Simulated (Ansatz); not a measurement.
# Effective masses and thermopower of GaSb (I-4m2)

Given:

```
GaSb
1.0
    0.00000     2.99526     3.10938
    2.99526     0.00000     3.10938
    2.99526     2.99526     0.00000
Ga Sb
1 1
Direct
  0.00000   0.00000   0.00000
  0.25000   0.25000   0.25000
```

Computed with r2SCAN with spin-orbit coupling, rigid bands (plane waves, PAW; Ansatz, a program for electronic structure). Condition of this run: biaxial stress in (001) of 1.8 GPa (compression positive) (the target of the relaxation). Geometry: cell and atoms relaxed with PBEsol, then loaded as said.

```
Property                                                                                                                                                             Result
---------------------------------------------------------------------------------------------------------------------------------------  ----------------------------------
band gap                                                                                                                                                            0.35 eV
electron conductivity mass (300 K, dilute)                                                                                               0.092 (x), 0.092 (y), 0.096 (z) mₑ
hole conductivity mass (300 K, dilute)                                                                                                    0.132 (x), 0.132 (y), 0.29 (z) mₑ
effective density of states N_c (300 K)                                                                                                                         7.7e17 cm⁻³
effective density of states N_v (300 K)                                                                                                                         1.2e18 cm⁻³
density-of-states mass, electrons                                                                                                                                  0.098 mₑ
density-of-states mass, holes                                                                                                                                      0.134 mₑ
Seebeck coefficient, n-type 1e19 cm⁻³, 300 K                                                                                                                      -217 μV/K
best n-type power factor at 300 K for τ = 10 fs (best axis; densities from 1e16 to 1e21 cm⁻³ tried, whether or not they can be reached)        17.6 μW/(cm·K²) at 3e20 cm⁻³
Seebeck coefficient, p-type 1e19 cm⁻³, 300 K                                                                                                                       146 μV/K
best p-type power factor at 300 K for τ = 10 fs (best axis; densities from 1e16 to 1e21 cm⁻³ tried, whether or not they can be reached)         4.2 μW/(cm·K²) at 1e20 cm⁻³
```

Rigid bands; masses and Seebeck coefficients take one relaxation time τ for all states and one kind of carrier; polarons and phonon drag are left out. Geometry: cell and atoms relaxed with PBEsol.
